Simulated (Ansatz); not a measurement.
**Converging shifted k-point meshes: InSe (Cm, 4 atoms in the cell)**

```
CELL_PARAMETERS angstrom
      5.85553    -2.06492     0.00000
      5.85553     2.06492     0.00000
     -1.73185     0.00000     4.79521
ATOMIC_POSITIONS crystal
  In 0.11334 0.11334 0.96359
  In 0.88820 0.88820 0.04684
  Se 0.33907 0.33907 0.33104
  Se 0.66093 0.66093 0.66896
```

Level of theory: PBEsol, default PAW files made with PBE (plane waves; Ansatz, a first-principles code).

Base settings: basis.ecutwfc = 420 eV; kpoints.mp_grid.grid = 6 6 4; hamiltonian.xc = pbesol; hamiltonian.pseudopotentials = {kind: paw} (the program's default PAW files); scf.occupations.method = fixed.

In this ladder: kpoints.mp_grid.shift = 0.5 0.5 0.5.

Shifted meshes do not hold Γ, so a gap read on them misses any band edge there.

Only quantities that move along the ladder and can be compared are tabulated.

The count of work is k-points × plane waves × bands × iterations; it is no time. Core times come from one kind of shared machine, to one figure; runs under 30 s give none.

The starting cell comes from a database of computed structures (which also holds hypothetical and non-ambient phases and stackings), without a prior relaxation at this level. Its lattice was rescaled by up to half a per cent. One atom was moved a little off its site on purpose. Ansatz's pressure includes its estimate of the finite-basis (Pulay) stress.

```csv
kpoints.mp_grid.grid,free energy less the last step's (meV/atom),pressure (GPa),largest difference of a force vector from the last step's (eV/Å),gap on the mesh (eV),count of work / last,core time / last (rough)
2 2 1,-88.96,-3.05,0.676,2.039,0.0018,–
2 2 2,60.11,-1.46,0.388,1.641,0.0027,–
3 3 2,17.46,-1.63,0.080,1.806,0.0047,–
3 3 3,13.28,-1.74,0.082,1.505,0.0078,–
4 4 3,3.13,-1.89,0.022,1.241,0.012,–
5 5 4,0.76,-1.89,0.004,1.340,0.023,–
6 6 5,0.32,-1.89,0.002,1.160,0.042,–
7 7 6,0.05,-1.90,0.001,1.178,0.065,–
8 8 7,0.04,-1.90,0.000,1.141,0.099,–
9 9 7,0.01,-1.90,0.000,1.108,0.12,0.1
10 10 8,0.00,-1.90,0.000,1.155,0.17,0.2
11 11 9,0.00,-1.90,0.000,1.108,0.23,0.2
12 12 10,0.00,-1.90,0.000,1.113,0.30,0.3
14 14 11,0.00,-1.90,0.000,1.075,0.45,0.5
15 15 12,0.00,-1.90,0.000,1.098,0.56,0.6
17 17 14,0.00,-1.90,0.000,1.085,0.83,0.9
18 18 15,0.00,-1.90,0.000,1.074,1.0,1
```

Coarsest kpoints.mp_grid.grid that holds the free energy within 2 meV/atom of the last step, with all finer ones: 5 5 4, at 0.023 of the last step's count of work; the step before is off by 3.1 meV/atom.

Coarsest kpoints.mp_grid.grid that holds the forces within 0.01 eV/Å of the last step, with all finer ones: 5 5 4, at 0.023 of the last step's count of work; the step before is off by 0.022 eV/Å.

Coarsest kpoints.mp_grid.grid that holds the pressure within 0.05 GPa of the last step, with all finer ones: 4 4 3, at 0.012 of the last step's count of work; the step before is off by 0.16 GPa.

The gap on the mesh jumps up and down from mesh to mesh; it is no smooth measure of convergence.

Keys are those of Ansatz 0.2.
